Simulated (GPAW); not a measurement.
Input and output of a zone-centre phonon calculation for TiC (Fm-3m, 2 atoms in the cell) (GPAW).

Method: PBE, GPAW PAW datasets PBE (gpaw-data 1.0.1) (plane waves; GPAW 25.7.0).

```
CELL_PARAMETERS angstrom
      0.00000     2.15850     2.15850
      2.15850     0.00000     2.15850
      2.15850     2.15850     0.00000
ATOMIC_POSITIONS crystal
  Ti 0.00000 0.00000 0.00000
  C  0.50000 0.50000 0.50000
```

Reference input (self-consistent single point, DFT PBE, plane waves, GPAW PAW datasets PBE (gpaw-data 1.0.1)): mode = pw; ecut = 900 eV; xc = PBE; kpts = 7 7 7; mesh shift (steps) = 0 0 0; occupations.name = fermi-dirac; occupations.width = 0.1 eV; nbands = -8; convergence.density = 1e-05 e/electron; symmetry.symmorphic = false; symmetry.tolerance = 0.0005; maxiter = 150. This run's input differs from it in these lines:

```diff
@@ -2,2 +2,3 @@
 from ase.units import GPa
+from ase.vibrations import Vibrations
 from gpaw import GPAW, PW, FermiDirac
@@ -12,3 +13,3 @@
 
-calc = GPAW(mode=PW(900),
+calc = GPAW(mode=PW(630),
             xc='PBE',
@@ -18,3 +19,3 @@
             convergence={'density': 1e-05},
-            symmetry={'symmorphic': False, 'tolerance': 0.0005},
+            symmetry={'point_group': False},
             maxiter=150)
@@ -31 +32,6 @@
 
+vib = Vibrations(atoms, delta=0.02)
+vib.run()
+vib.summary()
+frequencies = vib.get_frequencies()
+
```

Log, with long lists cut:

```
     iter     time        total  log10-change:
                         energy   eigst   dens
iter:   1 --:--:--   -19.811283
iter:   2 --:--:--   -18.965356   -1.86  -0.90
iter:   3 --:--:--   -17.490472   -1.20  -0.97
iter:   4 --:--:--   -17.580942   -2.42  -1.53
iter:   5 --:--:--   -17.524004   -2.49  -1.41
iter:   6 --:--:--   -17.522627   -3.93  -2.56
iter:   7 --:--:--   -17.522629c  -5.38  -2.94
iter:   8 --:--:--   -17.522597c  -4.57  -2.92
iter:   9 --:--:--   -17.522600c  -6.30  -3.65
iter:  10 --:--:--   -17.522567c  -6.29  -3.63
iter:  11 --:--:--   -17.522562c  -6.96  -3.75
iter:  12 --:--:--   -17.522559c  -6.98  -3.86
iter:  13 --:--:--   -17.522556c  -6.87  -4.12
iter:  14 --:--:--   -17.522557c  -9.19c -5.04c
Converged after 14 iterations.

Dipole moment: (0.000000, -0.000000, 0.000000) |e|*Ang

Energy contributions relative to reference atoms: (reference = -24251.642397)

Kinetic:        +16.960721
Potential:      -17.987955
External:        +0.000000
XC:             -16.597727
Entropy (-ST):   -0.012197
Local:           +0.108503
SIC:             +0.000000
--------------------------
Free energy:    -17.528655
Extrapolated:   -17.522557

Showing only first 2 kpts
 Kpt  Band  Eigenvalues  Occupancy
  0     6     11.03275    0.00094
  0     7     11.03275    0.00094
  0     8     12.01236    0.00000
  0     9     12.01236    0.00000

  1     6      9.81341    1.97868
  1     7      9.81342    1.97868
  1     8     11.52596    0.00001
  1     9     11.52596    0.00001

Fermi level: 10.26647

No gap
   [... lines left out ...]
Atomic positions and initial magnetic moments
Free energy:    -17.526717
Fermi level: 10.26569
No gap
Atomic positions and initial magnetic moments
Free energy:    -17.526717
Fermi level: 10.26567
No gap
Atomic positions and initial magnetic moments
Free energy:    -17.526717
   [... lines left out ...]

Fermi level: 10.26570

No gap
No difference between direct/indirect transitions

Forces in eV/Ang:
  0 Ti    0.00000   -0.00000    0.19504
  1 C    -0.00000    0.00000   -0.19275

---------------------
  #    meV     cm^-1
---------------------
  0    1.1i      8.8i
  1    0.2       1.5
  2    0.8       6.1
  3   64.8     523.0
  4   64.9     523.1
  5   64.9     523.2
---------------------
Zero-point energy: 0.098 eV
```

The run converged in 14 iterations. GPAW prints stress with tension positive. 

Summary of the result:
- Zone-centre frequencies (cm⁻¹; negative means imaginary) = -9, 2, 6, 523, 523, 523

At such cutoffs GPAW's stress carries a finite-basis (Pulay) error, which enters relaxed cells too; its log prints stress with tension positive.

The starting cell has typed, rounded lattice constants, without a prior relaxation at this level. Its lattice was rescaled by up to half a per cent. Spin polarisation is off.

Cost on one core of a shared machine: roughly 7 min.
